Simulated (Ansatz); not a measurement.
The reference is InSb in the zinc blende structure (space group F-43m, No. 216; a = 6.519 Å). Axes: x, y, z lie along the cube axes.

Level of theory: PBEsol in Ansatz (plane waves to 420 eV, PAW, without spin-orbit coupling).

Strains are applied to the cell and any free atomic positions relax.

One change was made to it. Results:

The energy grows by 6.1 meV/atom; the pressure (mean of the normal stresses, compression positive) goes from zero to 1.4 GPa.

Q: Which of these changes matches the shifts?
A. uniaxial strain ε_zz = +2.00 %
B. uniaxial strain ε_zz = −3.00 %
C. uniaxial strain ε_zz = +0.50 %
D. uniaxial strain ε_zz = −0.50 %

A: B, uniaxial strain ε_zz = −3.00 %. For comparison, the energy relative to the base in the other runs: uniaxial strain ε_zz = +2.00 % gives +2.6 meV/atom; uniaxial strain ε_zz = −0.50 % gives +0.2 meV/atom; uniaxial strain ε_zz = +0.50 % gives +0.2 meV/atom.

No phonon test of stability was made. All final runs are without spin polarisation. Gaps under 0.05 eV, about the width of the smearing, are given as zero.

Ansatz is a program for electronic structure.
